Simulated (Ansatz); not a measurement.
## TiO2: pressure series

Take TiO$_{2}$ in the rutile structure (space group P4_2/mnm, No. 136; a = 4.5481 Å, c = 2.9171 Å) as the base.

Cell and atoms are relaxed at each pressure.

Computed with plane-wave PAW DFT at the LDA level (Ansatz, a quantum-chemistry and plane-wave program, 420 eV), scalar-relativistic without spin-orbit coupling.

```json
[
 {"pressure (GPa)": "-2", "volume per atom (Å³/atom)": "10.142"},
 {"pressure (GPa)": "0", "volume per atom (Å³/atom)": "10.057"},
 {"pressure (GPa)": "0.9", "volume per atom (Å³/atom)": "10.020"},
 {"pressure (GPa)": "2.1", "volume per atom (Å³/atom)": "9.972"},
 {"pressure (GPa)": "4.5", "volume per atom (Å³/atom)": "9.880"},
 {"pressure (GPa)": "9", "volume per atom (Å³/atom)": "9.720"},
 {"pressure (GPa)": "15", "volume per atom (Å³/atom)": "9.526"},
 {"pressure (GPa)": "22.5", "volume per atom (Å³/atom)": "?"},
 {"pressure (GPa)": "30", "volume per atom (Å³/atom)": "9.118"}
]
```

Problem. Fit the third-order Birch–Murnaghan form P(V) = (3B₀/2)[(V₀/V)^(7/3) − (V₀/V)^(5/3)]·[1 + (3/4)(B₀′ − 4)((V₀/V)^(2/3) − 1)] (squares taken in P) to the rows shown and predict the withheld row.

Solution. Least squares on the printed values gives V₀ = 10.057 Å³/atom, B₀ = 244 GPa, B₀′ = 4.6; this predicts 9.310 Å³/atom, and the run gives 9.310 Å³/atom, in agreement.

Load acts through the strain it causes; cell and atoms are relaxed under it. Stability against distortions was not tested. Competing high-pressure phases were not computed. All final runs are without spin polarisation.
